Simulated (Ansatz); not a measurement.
## HfN: pressure series

Base system: HfN in the rock salt structure (space group Fm-3m, No. 225; a = 4.5479 Å).

Cell and atoms are relaxed at each pressure.

Method: PBE/PAW in Ansatz (an electronic-structure program), without spin-orbit coupling.

```json
[
 {"pressure (GPa)": "-2", "volume per atom (Å³/atom)": "11.849"},
 {"pressure (GPa)": "-1", "volume per atom (Å³/atom)": "11.803"},
 {"pressure (GPa)": "0", "volume per atom (Å³/atom)": "11.758"},
 {"pressure (GPa)": "0.3", "volume per atom (Å³/atom)": "11.745"},
 {"pressure (GPa)": "1.5", "volume per atom (Å³/atom)": "11.693"},
 {"pressure (GPa)": "3", "volume per atom (Å³/atom)": "11.628"},
 {"pressure (GPa)": "5", "volume per atom (Å³/atom)": "?"},
 {"pressure (GPa)": "7.5", "volume per atom (Å³/atom)": "11.446"},
 {"pressure (GPa)": "10", "volume per atom (Å³/atom)": "11.351"}
]
```

**Question.** Fit the third-order Birch–Murnaghan form P(V) = (3B₀/2)[(V₀/V)^(7/3) − (V₀/V)^(5/3)]·[1 + (3/4)(B₀′ − 4)((V₀/V)^(2/3) − 1)] (squares taken in P) to the rows shown and predict the withheld row.

**Answer.** Least squares on the printed values gives V₀ = 11.758 Å³/atom, B₀ = 264 GPa, B₀′ = 4.1; this predicts 11.546 Å³/atom, and the run gives 11.545 Å³/atom, in agreement.

Load acts through the strain it causes; cell and atoms are relaxed under it. Whether these cells are dynamically stable was not tested. Competing high-pressure phases were not computed. All final runs are without spin polarisation. An odd electron count without spin: HfN.
